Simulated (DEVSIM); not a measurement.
Structure: illuminated Si n-on-p cell, one wavelength, with a back-surface field, at 300 K.

Layer 1 from the left is Si, thickness (μm) 0.0780, Nd (cm⁻³) 7.1e17, τn (s) 3.3e-7, τp (s) 1.5e-7, absorption coefficient (cm⁻¹) 16000. Layer 2 from the left is Si, thickness (μm) 26.0, Na (cm⁻³) 1.8e16, τn (s) 2.2e-6, τp (s) 2.2e-6, absorption coefficient (cm⁻¹) 16000. Layer 3 from the left is Si, thickness (μm) 0.550, Na (cm⁻³) 2e18, τn (s) 2.2e-6, τp (s) 2.2e-6, absorption coefficient (cm⁻¹) 16000.

Left contact: ohmic, minority hole recombination velocity 3000 cm/s. Right contact: ohmic, minority electron recombination velocity 200 cm/s. Voltage is applied to the left contact. Recombination: SRH at mid-gap, radiative, Auger. Light enters at the left, 2.2e18 photons cm⁻² s⁻¹, one pass, no reflection. Mobility is μmin + (μ − μmin)/(1 + (N/Nref)^α).

Constants are typed, rounded textbook-type inputs, not results; the design itself was drawn at random and stands for no fabricated device. Values at 300 K.

Si: gap (eV) 1.124, affinity (eV) 4.05, permittivity 11.7, Nc (cm⁻³) 2.86e19, Nv (cm⁻³) 3.1e19, μn (cm²/Vs) 1417, μp (cm²/Vs) 470, μn,min 52, μp,min 45, Nref,n 9.7e16, Nref,p 2.2e17, αn 0.68, αp 0.72, B (cm³/s) 4.7e-15, Cn (cm⁶/s) 2.8e-31, Cp (cm⁶/s) 9.9e-32.

Simulated with DEVSIM: 1D drift-diffusion, Boltzmann statistics, complete ionisation; no tunnelling, impact ionisation, image-force lowering or self-heating.

What does the simulation give for the dark forward voltage at 100 A/cm², the potential step across the device at zero bias, the fill factor, the share of generated pairs collected at short circuit?

dark forward voltage at 100 A/cm² 0.896 V; potential step across the device at zero bias 0.958 V; fill factor 0.84; share of generated pairs collected at short circuit 0.997.
